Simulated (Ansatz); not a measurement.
The starting structures come from a database of crystals and need not be the phases stable at ambient conditions.

 Where the default PAW files enter, the runs use the earlier of Ansatz's two default sets.

The decay constant κ of evanescent states in the gap governs leakage through a thin film.

```xyz
5
Lattice="4.7285 0.0000 0.0000 -2.3643 4.0950 0.0000 0.0000 0.0000 7.8488" Properties=species:S:1:pos:R:3 pbc="T T T"
Sr     0.0000     0.0000     0.0000
Mg     2.3643     1.3650     2.9177
Mg     0.0000     2.7300     4.9311
Sb     0.0000     2.7300     2.0237
Sb     2.3643     1.3650     5.8251
```

Space group of this cell: P-3m1. The cell is taken as given; by PBEsol its mean pressure is -0.9 GPa.

Transport runs along the normal of the first two printed cell vectors, the (001) plane of the conventional cell.

The gap is the functional's own. No spin-orbit coupling. Mid-gap values are interpolated on the energy grid.

Q: Predict the band gap and the smallest decay constant κ at mid-gap from PBEsol run with Ansatz (an electronic-structure program).

A: Gap 0.93 eV on a 12×12×4 mesh; κ = 0.088 1/Å, at the zone centre.
